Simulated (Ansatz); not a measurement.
## GaCuSe2 under a change: isotropic strain +0.75 %

The reference is GaCuSe₂ in the chalcopyrite structure (space group I-42d, No. 122; a = 5.5084 Å, c = 10.9615 Å).

Modification: an isotropic linear strain of +0.75 %; the atoms relax in the strained cell.

Computed with LDA (Ansatz, a program for electronic structure; PAW; 420 eV plane waves; spin-orbit coupling left out). Γ-centred 9×9×9 mesh, Fermi–Dirac width 0.05 eV.

The volume per atom grows by 0.47 Å³ to 21.26 Å³ and the space group remains I-42d (No. 122). The shortest interatomic distance rises by 0.018 Å to 2.371 Å and the energy grows by 2.5 meV/atom. The pressure (mean of the normal stresses, compression positive) goes from zero to -1.65 GPa and the band gap drops by 0.10 eV to 0.07 eV (uncertain: the Fermi level lies in a band; the changed cell).

Cost of the whole job for the changed cell (relaxation, final SCF and bands): roughly 8 core-minutes.

No phonon test of stability was made. The final runs are not spin-polarised. The zero or small gap of GaCuSe2 can change with the level of theory.
